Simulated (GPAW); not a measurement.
Band structure of GaCuSe2 (I-42d, 8 atoms in the cell).

```xyz
8
Lattice="-2.8224 2.8224 5.5968 2.8224 -2.8224 5.5968 2.8224 2.8224 -5.5968" Properties=species:S:1:pos:R:3 pbc="T T T"
Ga     2.8224     0.0000     2.7984
Ga     0.0000     0.0000     5.5968
Cu     0.0000     2.8224     2.7984
Cu     0.0000     0.0000     0.0000
Se     1.4112     1.3899    -1.3992
Se     1.3899     4.2336     1.3992
Se     1.4112     1.4325     4.1976
Se     1.4325    -1.4112     6.9960
```

Method: PBE, GPAW PAW datasets PBE (gpaw-data 1.0.1) (plane waves; GPAW 25.7.0).

Settings: mode = pw; ecut = 800 eV; xc = PBE; kpts = 3 3 3; mesh shift (steps) = 0 0 0; occupations.name = methfessel-paxton; occupations.width = 0.1 eV; occupations.order = 0; nbands = -4; convergence.forces = 0.001 eV/Å; convergence.bands = -2; symmetry.symmorphic = false; symmetry.tolerance = 0.0005; maxiter = 120.

The starting cell comes from a database of computed structures (which also holds hypothetical and non-ambient phases and stackings), without a prior relaxation at this level. Its lattice was rescaled by a random factor within 2.5 % of one. Spin polarisation is off.

### Question
Predict the gap along the standard path and the places of the band edges.

### Answer
The gap along the path is 0.11 eV, direct at Γ to within 0.01 eV.

Levels in eV from the top of the valence band on the SCF mesh, bands 23 to 30:
```
point     23     24     25     26    27    28    29    30
-----  -----  -----  -----  -----  ----  ----  ----  ----
Γ      -1.51  -0.10  -0.10   0.00  0.11  1.96  2.20  3.94
X      -0.80  -0.80  -0.47  -0.47  1.08  1.08  3.34  3.34
Y      -0.83  -0.83  -0.67  -0.67  1.35  1.35  3.83  3.83
S      -1.38  -1.14  -0.73  -0.56  1.89  2.27  2.50  3.45
Z      -1.18  -1.18  -0.87  -0.87  1.78  1.78  1.96  1.96
S1     -1.38  -1.14  -0.73  -0.56  1.89  2.27  2.50  3.45
N      -1.30  -1.17  -1.09  -0.54  2.06  2.47  3.19  4.06
P      -0.81  -0.81  -0.66  -0.66  1.49  1.49  3.07  3.07
Y1     -0.83  -0.83  -0.67  -0.67  1.35  1.35  3.83  3.83
```
